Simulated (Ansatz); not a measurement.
# A computed series for hypothetical rock salt WGe: response to strain

Take WGe in the rock salt structure (space group Fm-3m, No. 225; a = 5.1574 Å; a hypothetical phase, not in the database extracts checked; relaxed with 0.1 eV smearing) as the base. Axes: x, y, z lie along the cube axes.

Strains are applied to the cell and any free atomic positions relax; under biaxial strain the out-of-plane vector relaxes too.

Computed with PBE, PAW, 420 eV (Ansatz, a quantum-chemistry and plane-wave program; no spin-orbit coupling).

Notes on the quantities. pressure: mean of the normal stresses, compression positive; energy relative to the base: free energy F.

| change | volume per atom | pressure | energy relative to the base |
|---|---|---|---|
| base | 17.15 Å³ | 0.0 GPa | 0 meV/atom |
| biaxial strain +0.46 %, plane normal [001], relaxed out of plane | 17.28 Å³ | -1.3 GPa | +1.0 meV/atom |
| biaxial strain +0.24 %, plane normal [110], relaxed out of plane | 17.17 Å³ | -0.2 GPa | +0.1 meV/atom |
| isotropic strain −0.32 % | 16.98 Å³ | 1.7 GPa | +0.9 meV/atom |
| uniaxial strain ε_zz = −1.30 % | 16.92 Å³ | 2.4 GPa | +3.7 meV/atom |

A biaxial case was relaxed in a doubled cell and then solved in the primitive one. No phonon test of stability was made. All final runs are without spin polarisation. WGe has a high density of states at the Fermi level and may be magnetic at this level.
